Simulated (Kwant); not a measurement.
Device: In0.53Ga0.47As/In0.52Al0.48As stack with 3 barriers. One parabolic valley. Leads of mass 0.041 mₑ with the band edge at 0; grid 0.1 nm; bias swept from 0.0208 to 0.43967 V, dropping linearly over the stack. Emitter Fermi level 0.044 eV, 77 K, equal in the collector.

```json
[
 {"layer": "1", "thickness (nm)": "1.9", "band offset (eV)": "0.52", "mass (mₑ)": "0.075"},
 {"layer": "2", "thickness (nm)": "4.3", "band offset (eV)": "0", "mass (mₑ)": "0.041"},
 {"layer": "3", "thickness (nm)": "1.9", "band offset (eV)": "0.52", "mass (mₑ)": "0.075"},
 {"layer": "4", "thickness (nm)": "4.3", "band offset (eV)": "0", "mass (mₑ)": "0.041"},
 {"layer": "5", "thickness (nm)": "1.9", "band offset (eV)": "0.52", "mass (mₑ)": "0.075"}
]
```

The device is made up for the run: typed textbook-type constants, with dimensions and the other settings drawn at random.

Kwant, one-band effective-mass tight-binding model in one dimension, coherent, no space charge, current by the Tsu-Esaki formula.

### Question
Tabulate J (A/cm²) against bias (V).

### Answer

```
bias (V)  J (A/cm²)
--------  ---------
0.02080        3.11
0.04698        11.7
0.07316        48.1
0.09934         247
0.1255         1330
0.1517         4390
0.1779         5920
0.2041         2320
0.2302          848
0.2564          850
0.2826         1300
0.3088         2610
0.3350         6070
0.3611        14000
0.3873        28300
0.4135        47700
0.4397        68400
```
